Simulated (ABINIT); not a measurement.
Band structure of Tc (P6_3/mmc, 2 atoms in the cell).

```
Tc
1.0
    2.69964     0.00000     0.00000
   -1.34982     2.33795     0.00000
    0.00000     0.00000     4.33557
Tc
2
Cartesian
  0.00000   1.55864   1.08389
  1.34982   0.77932   3.25168
```

Method of the run: PBE, PAW (JTH v2.0 PBE PAW) (plane waves; ABINIT).

Settings: pseudos = [Tc.GGA_PBE-JTH.xml]; ecut = 40 Ry; pawecutdg = 80 Ry; pawxcdev = 0; occopt = 3; tsmear = 0.136 eV; ngkpt = 9 9 5; nshiftk = 1; shiftk = 0 0 0; potentials = JTH v2.0 PBE PAW; kptopt = 1; nstep = 50; toldfe1 = 1e-09 Ha.

The starting cell comes from a database of computed structures (which also holds hypothetical and non-ambient phases and stackings), without a prior relaxation at this level. Its lattice was rescaled by a random factor within 2.5 % of one. Spin polarisation is off.

Levels in eV from the Fermi level, bands 13 to 20:
```json
[
 {"point": "Γ", "13": "-1.67", "14": "-0.96", "15": "-0.96", "16": "-0.20", "17": "-0.20", "18": "1.72", "19": "2.63", "20": "2.63"},
 {"point": "M", "13": "-1.28", "14": "-0.98", "15": "-0.59", "16": "3.08", "17": "3.48", "18": "3.54", "19": "5.59", "20": "7.46"},
 {"point": "K", "13": "-2.07", "14": "-2.07", "15": "-0.11", "16": "2.38", "17": "2.38", "18": "2.80", "19": "8.30", "20": "8.35"},
 {"point": "A", "13": "-1.86", "14": "-1.86", "15": "-1.86", "16": "-1.86", "17": "1.92", "18": "1.92", "19": "1.92", "20": "1.92"},
 {"point": "L", "13": "0.07", "14": "0.07", "15": "1.46", "16": "1.46", "17": "3.35", "18": "3.35", "19": "4.57", "20": "4.57"},
 {"point": "H", "13": "-1.91", "14": "-1.91", "15": "-0.19", "16": "-0.19", "17": "2.71", "18": "2.71", "19": "9.78", "20": "9.78"}
]
```

Bands cross the Fermi level along this path, so the cell is metallic at this level.
